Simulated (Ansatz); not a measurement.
**Carrier properties of CdBr2 (R-3m)**

Data:

```xyz
3
Lattice="1.9590 1.1310 6.0657 -1.9590 1.1310 6.0657 0.0000 -2.2621 6.0657" Properties=species:S:1:pos:R:3 pbc="T T T"
Cd     0.0000     0.0000     0.0000
Br     0.0000     0.0000    13.6923
Br     0.0000     0.0000     4.5047
```

Calculation: PBEsol+D3BJ, rigid bands (plane waves, PAW, scalar-relativistic; Ansatz, an electronic-structure program). Geometry: cell and atoms relaxed with PBEsol+d3bj.

The band gap is 2.68 eV and the electron conductivity mass (300 K, dilute) is 0.25 (x), 0.25 (y), 0.24 (z) mₑ. The effective density of states N_c (300 K) is 3.1e18 cm⁻³, the density-of-states mass, electrons is 0.25 mₑ and the Seebeck coefficient, n-type 1e19 cm⁻³, 300 K is -134 μV/K.

Rigid bands; masses and Seebeck coefficients take one relaxation time τ for all states and one kind of carrier; polarons and phonon drag are left out. Spin-orbit coupling is left out. Geometry: cell and atoms relaxed with PBEsol+D3(BJ).

Formula and space group known from diffraction (Crystallography Open Database), not checked to be the room-temperature form: CdBr2 (R-3m).
